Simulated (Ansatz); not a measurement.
# NbSi2 (model structure, started from the Al2Cu type, I4/mcm, No. 140, 6 atoms in the cell): properties by level of theory

```json
[
 {"level (code)": "PBE (Ansatz)", "lattice constant a (Å)": "6.100", "lattice parameter c (Å)": "5.452"},
 {"level (code)": "PBEsol (Ansatz)", "lattice constant a (Å)": "6.058", "lattice parameter c (Å)": "5.384"},
 {"level (code)": "PBE-D3(BJ) (Ansatz)", "lattice constant a (Å)": "5.979", "lattice parameter c (Å)": "5.470"}
]
```

Ansatz's density-functional and Hartree–Fock values are scalar-relativistic unless marked +SOC, with PAW data made under PBE.

Computed values are for the static lattice.

A model structure was made by putting elements into a prototype or built by hand; it is no filed structure, need not be a known phase, and can be a saddle point held by its symmetry.

Ansatz is an electronic-structure program.
